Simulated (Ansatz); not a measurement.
Results of PBE-D4 (Ansatz, a first-principles code, plane waves, PAW) for C11b WSi₂.

Numerical settings: plane-wave cutoff 520 eV, 24×24×24 k mesh, Fermi–Dirac smearing 0.05 eV, no spin polarisation, scalar-relativistic PAW data made under PBE.

Energies at three volumes about the minimum:

```
V (Å³/atom)  E − E_lowest (meV/atom)
-----------  -----------------------
13.036                          3.99
13.302                          0.00
13.568                          3.75
```

### Question
Fit a parabola by hand: where is the minimum, and what is the bulk modulus?

### Answer
Slopes: (0.00 − 3.99)/(13.302 − 13.036) = -15.000 and (3.75 − 0.00)/(13.568 − 13.302) = 14.098 meV/Å³. Curvature E″ = 2 × (14.098 − (-15.000))/(13.568 − 13.036) = 109.391 meV/Å⁶. From the middle of the first interval, the slope vanishes at V0 = 13.1690 − (-15.000)/109.391 = 13.306 Å³/atom. B = V0 E″ = 13.306 × 109.391 meV/Å³ × 0.1602 GPa per meV/Å³ = 233 GPa. The full Birch–Murnaghan fit to all volumes gives V0 = 13.301 Å³/atom and B0 = 233 GPa.

Shape and atoms are relaxed at each volume.
